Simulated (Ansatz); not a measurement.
Reference: Rh$_{3}$Sb (Pm-3m), PBEsol, DFPT electron-phonon coupling, linearised Boltzmann equation (plane waves, PAW, scalar-relativistic; Ansatz, a quantum-chemistry and plane-wave program); geometry: relaxed with this functional, without spin-orbit coupling.

```xyz
4
Lattice="3.9057 0.0000 0.0000 0.0000 3.9057 0.0000 0.0000 0.0000 3.9057" Properties=species:S:1:pos:R:3 pbc="T T T"
Sb     0.0000     0.0000     0.0000
Rh     1.9528     1.9528     0.0000
Rh     0.0000     1.9528     1.9528
Rh     1.9528     0.0000     1.9528
```

The resistivity at 300 K comes out as 19.2 μΩ·cm and the mean free path at 300 K is 9.1 nm. The electron-phonon coupling λ is 0.190 and the logarithmic mean phonon energy comes out as 18.1 meV.

Task: Swap Sb for Hf, keeping the structure type. How do these values move?

Result: HfRh3 (Pm-3m): volume per atom 14.9 to 14.8 Å³; resistivity at 300 K falls (19.2 μΩ·cm to 11.2 μΩ·cm); mean free path at 300 K falls (9.1 nm to 7.7 nm); electron-phonon coupling λ rises (0.190 to 0.38); logarithmic mean phonon energy stays about the same (18.1 meV to 18.3 meV).

Task: Swap Sb for Zr, keeping the structure type. How do these values move?

Result: ZrRh$_{3}$ (Pm-3m): volume per atom 14.9 to 14.9 Å³; resistivity at 300 K falls (19.2 μΩ·cm to 11.5 μΩ·cm); mean free path at 300 K falls (9.1 nm to 7.5 nm); electron-phonon coupling λ rises (0.190 to 0.39); logarithmic mean phonon energy stays about the same (18.1 meV to 19.1 meV).

Task: Replace Sb by Ta on the same sites and relax. What happens?

Result: TaRh3 (Pm-3m): volume per atom 14.9 to 14.2 Å³; resistivity at 300 K falls (19.2 μΩ·cm to 8.1 μΩ·cm); mean free path at 300 K rises (9.1 nm to 14.0 nm); electron-phonon coupling λ rises (0.190 to 0.22); logarithmic mean phonon energy rises (18.1 meV to 21 meV).

Moves up to 6 % count as about the same. Metals; harmonic phonons alone scatter; means over directions. The mean free path is weighted by the current that each state carries. Halving the electron mesh moves these values by up to 4 %; q meshes are mostly untested. Some of the runs warned that the eigensolver left states short of its tolerance. Spin-orbit coupling is left out.

Formula and space group known from diffraction (Crystallography Open Database), not checked to be the room-temperature form: HfRh3 (Pm-3m), TaRh3 (Pm-3m), ZrRh3 (Pm-3m). Computed structure with no diffraction record at hand here (it may be known, metastable or hypothetical): Rh3Sb (Pm-3m). The missing spin-orbit coupling matters most for HfRh3 (Pm-3m), TaRh3 (Pm-3m).
